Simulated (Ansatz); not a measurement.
The starting structures come from a database of crystals and need not be the phases stable at ambient conditions.

```xyz
12
Lattice="3.7523 0.0000 0.0000 -1.8761 5.2456 0.0000 0.0000 0.0000 12.4193" Properties=species:S:1:pos:R:3 pbc="T T T"
Si     1.8761     2.6991    11.7376
Si     0.0000     2.5465     0.6817
Si     0.0000     2.5465     5.5279
Si     1.8761     2.6991     6.8913
Si     0.0000     4.4975     1.9532
Si     1.8761     0.7481    10.4661
Si     1.8761     0.7481     8.1628
Si     0.0000     4.4975     4.2565
Si     1.8761     4.9442    11.2937
Si     0.0000     0.3014     1.1256
Si     0.0000     0.3014     5.0841
Si     1.8761     4.9442     7.3352
```

Space group of this cell: Cmcm. The cell is strained (all lengths scaled by 0.98); by r2SCAN its mean pressure is 6.4 GPa.

Transport runs along the normal of the first two printed cell vectors.

The gap is the functional's own, uncorrected, and κ follows it; spin-orbit coupling is left out. Mid-gap values are interpolated between the computed energies.

State the band gap and the smallest decay constant κ at mid-gap according to r2SCAN in Ansatz (an electronic-structure program).

Gap 0.61 eV on a 8×8×4 mesh; κ = 0.142 1/Å, at the zone centre.
